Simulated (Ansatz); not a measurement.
Base system: ZnSe in the zinc blende structure (space group F-43m, No. 216; a = 5.6656 Å).

Calculations: Kohn–Sham DFT with the r2SCAN functional, run in Ansatz (a quantum-chemistry and plane-wave program) with PAW and 500 eV plane waves, scalar-relativistic without spin-orbit coupling.

Base values:

```
Property                            Result
-----------------------------  -----------
Shortest interatomic distance      2.453 Å
Density                         5.27 g/cm³
Gap character                  direct at Γ
```

One thing is altered: a hydrostatic pressure of 2.1 GPa.

### Question
Predict the new shortest interatomic distance.

### Answer
The shortest interatomic distance decreases by 0.0246 Å to 2.429 Å.

### Question
What does the calculation give for the mean gap deformation potential ΔEg/Δln V after the change?

### Answer
The mean gap deformation potential ΔEg/Δln V amounts to -4.3 eV.

### Question
What does the calculation give for the density after the change?

### Answer
The density increases by 0.16 g/cm³ to 5.43 g/cm³.

### Question
What does the calculation give for the gap character after the change?

### Answer
The gap character remains direct at Γ.

Load acts through the strain it causes; cell and atoms are relaxed under it. No phonon test of stability was made. Tetrahedral semiconductors of this kind turn to denser phases somewhere between about 1 and 50 GPa; those were not computed, so compressed cells here can lie past the real transition.
